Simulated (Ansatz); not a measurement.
# A self-consistent single point of RbH (Fm-3m, 2 atoms in the cell) with Ansatz

Method: LDA (PW92), default PAW files made with PBE (plane waves; Ansatz, a program for electronic structure).

This input was run:

Ansatz 0.2 input:
```yaml
# RbH
crystal:
  lattice:
    - [0.000000, 2.989060, 2.989060]
    - [2.989060, 0.000000, 2.989060]
    - [2.989060, 2.989060, 0.000000]
  atoms:
    - { symbol: Rb, position: [0.500000, 0.500000, 0.500000] }
    - { symbol: H, position: [0.000000, 0.000000, 0.000000] }
basis:
  ecutwfc: 420.0
kpoints:
  mp_grid: { grid: [7, 7, 7] }
hamiltonian:
  xc: lda
  pseudopotentials: { kind: paw }
scf:
  occupations: { method: fixed }
output:
  forces: true
  eigenvalues: true
  stress: true
```

The program printed (abridged):

```
WARN ansatz: RAYON_NUM_THREADS=1 ignored (pool sized by the plan → 1); use --threads N
Pseudopotentials: kind: paw
Pseudopotential: Rb, paw, valence charge 9
Pseudopotential: H, paw, valence charge 1
Crystal: 2 atoms, lattice volume = 53.411 Å³
Basis set: ecut = 420 eV, 1037 PW (Γ)
Bands: 9, of which v1, the nominal top of the filled ones, is band 5 counted from 1 (4 counted from 0)
Symmetry: 48 space group operations
Space group: Fm-3m (ITA 225), of the structure as read, at distance tolerance 3.8e-5 Å
k-points: 20 of 343
PAW frozen core: Rb, regenerated for the run's functional, and the local potential with it
Initial density: superposition of atomic densities (neutral atoms: chi_scale 0, normalization atom), corrected by the library's trained network
Initial wavefunctions: pseudopotential atomic-orbital guess
Eigensolver: davidson
Functional: x = slater, c = lda
SCF iter   1: F=—  HF=-3186.779544 eV  |F-HF|=—  |Δ(HF+E_count)|=         —  Δρ=8.94e-3  dr2=4.30e-2  ethr=1.77e-3  ⟨swp⟩=5.5  Hψ=1190  notcnv=0  defer=34
all-band conjugate gradients solve this SCF's bands
preconditioner: auto → none
SCF iter   2: F=—  HF=-3186.765298 eV  |F-HF|=—  |Δ(HF+E_count)|=   1.42e-2  Δρ=1.92e-3  dr2=1.34e-3  ethr=4.30e-4  ⟨swp⟩=1.5  Hψ=351  notcnv=0  defer=35
SCF iter   3: F=—  HF=-3186.764990 eV  |F-HF|=—  |Δ(HF+E_count)|=   3.08e-4  Δρ=5.82e-4  dr2=8.68e-5  ethr=1.34e-5  ⟨swp⟩=2.0  Hψ=239  notcnv=0  defer=37
SCF iter   4: F=—  HF=-3186.764980 eV  |F-HF|=—  |Δ(HF+E_count)|=   9.89e-6  Δρ=4.88e-5  dr2=4.73e-7  ethr=8.68e-7  ⟨swp⟩=2.0  Hψ=273  notcnv=0  defer=34
iter 5 did not close the SCF: its close was put off for the readings that it lacked (scf_convergence_deferred on its scf_iter line)
SCF iter   5: F=-3186.764980 eV  HF=-3186.764980 eV  |F-HF|=2.02e-9  |Δ(HF+E_count)|=   5.80e-8  Δρ=5.85e-6  dr2=4.59e-9  ethr=4.73e-9  ⟨swp⟩=1.9  Hψ=246  notcnv=0  defer=34
SCF iter   6: F=-3186.764980 eV  HF=-3186.764980 eV  |F-HF|=5.46e-11  |Δ(HF+E_count)|=   1.77e-9  Δρ=4.45e-7  dr2=8.55e-11  ethr=4.59e-11  ⟨swp⟩=6.2  Hψ=1039  notcnv=0
SCF 1 converged in 6 iterations: F = -3186.764980 eV  dr2 = 8.55e-11
SCF converged after 6 iterations
Free energy (F): -3186.764980 eV
Harris-Foulkes:  -3186.764980 eV  (|F-HF|=5.46e-11)
Internal energy: -3186.764980 eV  (E = F + TS)
E sigma→0 (E₀):  -3186.764980 eV
Fermi energy:    2.023028 eV
--- Per-component energies (eV) ---
  E_band       = -93.278737
  E_kinetic    = 205.071958
  E_local      = -576.607010  (includes V_loc(G=0)·N_el)
  E_nonlocal   = 178.683446
  E_hartree    = 143.582987
  E_xc         = -137.392238
  E_vxc        = -147.248678  (∫ρ·V_xc dr)
  E_paw        = -2523.960073  (= ΣΔE_a)
  E_vpaw       = -40.343261  (= ΣTr[D̂ρ^β])
  E_aug_tail   = -0.001013  (compensation charges beyond the density's cutoff)
  E_ewald      = -476.414296
  E_core_change = 0.271259  (= ΣΔE_core)
  E_smearing   = -0.000000  (= −TS)
  E_closure    = 0.000000  (closes the sum)
  Σ components = -3186.764980   (vs F -3186.764980, Δ=0.00e0)
--- Forces (eV/Å), atoms counted from 1 ---
  atom   1  Rb    -0.00000000     0.00000000    -0.00000000
  atom   2  H     -0.00000000     0.00000000    -0.00000000
  max |Σ_I F_I| component: 1.19e-30 eV/Å
--- Stress (GPa, compression-positive) ---
       -1.194491      -0.000000      -0.000000
       -0.000000      -1.194491      -0.000000
       -0.000000      -0.000000      -1.194491
  P = ⅓ Tr σ = -1.1945 GPa (-11.945 kbar)
  The stress holds the Pulay correction. Without it, at fixed plane waves, as pw.x and ABINIT print it: P = -1.2236 GPa
--- Band table (eV; the first three rows and the last of 20) ---
  k-point 0: bands = ["-23.9810", "-7.8491", "-7.8491", "-7.8491", "0.0743", "8.7557", "8.7557", "8.7557", "8.8195"]
  k-point 1: bands = ["-23.9727", "-7.9659", "-7.8611", "-7.8611", "0.3872", "7.7210", "8.7740", "8.8712", "8.8712"]
  k-point 2: bands = ["-23.9539", "-8.2110", "-7.8879", "-7.8879", "1.1656", "6.0847", "8.6074", "8.6074", "9.0271"]
  k-point 19: bands = ["-23.9233", "-8.2105", "-8.1900", "-8.0194", "1.7165", "6.3898", "6.8753", "8.4962", "11.0180"]
```

The run converged in 6 iterations.

The starting cell comes from a database of computed structures (which also holds hypothetical and non-ambient phases and stackings), without a prior relaxation at this level. Its lattice was rescaled by up to half a per cent. Ansatz's pressure includes its estimate of the finite-basis (Pulay) stress.
